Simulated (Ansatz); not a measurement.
**Ca under a change: tensor shear ε_yz = −0.58 %**

The reference is Ca in the fcc (Cu type) structure (space group Fm-3m, No. 225; a = 5.4558 Å; relaxed with 0.1 eV smearing). Axes: x, y, z lie along the cube axes.

It is then changed as follows: a pure shear with ε_yz = ε_zy = -0.0058; the atoms relax in the strained cell.

Computed with DFT with PBEsol, PAW potentials and a 420 eV plane-wave cutoff in Ansatz (a quantum-chemistry and plane-wave program), no spin-orbit coupling. Γ-centred 21×21×21 mesh, Fermi–Dirac width 0.1 eV.

The volume per atom remains 40.60 Å³ and the shortest interatomic distance falls by 0.0224 Å to 3.835 Å. The energy hardly moves and the pressure (mean of the normal stresses, compression positive) stays 0.0 GPa. The band gap remains zero and the stress (xx, yy, zz, yz, xz, xy; compression positive) amounts to (0.0, 0.0, 0.0, 0.2, 0.0, 0.0) GPa.

Final structure:

```
CELL_PARAMETERS angstrom
      0.00000     2.71208     2.71208
      2.72790    -0.01582     2.72790
      2.72790     2.72790    -0.01582
ATOMIC_POSITIONS crystal
  Ca 0.00000 0.00000 0.00000
```

Stability against distortions was not tested.
